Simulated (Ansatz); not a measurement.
# WS2 under a change: pressure 30 GPa

Base system: WS₂ in the 2H-MoS2 type structure (space group P6_3/mmc, No. 194; a = 3.1543 Å, c = 12.1409 Å; layered, stacked along the Cartesian z axis).

Now apply this change: cell and atoms relaxed at a pressure of 30 GPa.

The values are results of Kohn–Sham DFT with the PBE-D3(BJ) functional, run in Ansatz (an electronic-structure program) with PAW and 420 eV plane waves, no spin-orbit coupling, earlier PAW set, not measurements. Settings: 12×12×3 k-points, 0.05 eV Fermi–Dirac smearing.

```
quantity                   base     changed        shift
-------------------  ----------  ----------  -----------
volume per atom        17.44 Å³    13.82 Å³    -3.612 Å³
density              7.87 g/cm³  9.93 g/cm³  +2.06 g/cm³
lattice parameter a     3.154 Å     2.978 Å     -0.176 Å
c/a ratio                 3.849       3.626       -0.223
band gap                0.88 eV        zero            –
```

Final structure:

```
WS2
1.0
    2.97798     0.00000     0.00000
   -1.48899     2.57901     0.00000
    0.00000     0.00000    10.79923
W S
2 4
Cartesian
  0.00000   1.71934   2.69981
  1.48899   0.85967   8.09942
  0.00000   1.71934   6.50790
  1.48899   0.85967   1.10829
  1.48899   0.85967   4.29133
  0.00000   1.71934   9.69094
```

The mesh was chosen for an insulator and is coarse for the gapless case. Spin-orbit coupling, missing from the scalar runs, can matter with W. Load acts through the strain it causes; cell and atoms are relaxed under it. No phonon test of stability was made. No other phases were tried under pressure. The final runs are not spin-polarised. A zero or small gap of WS2 under pressure 30 GPa can be the functional's error rather than a property of the material.
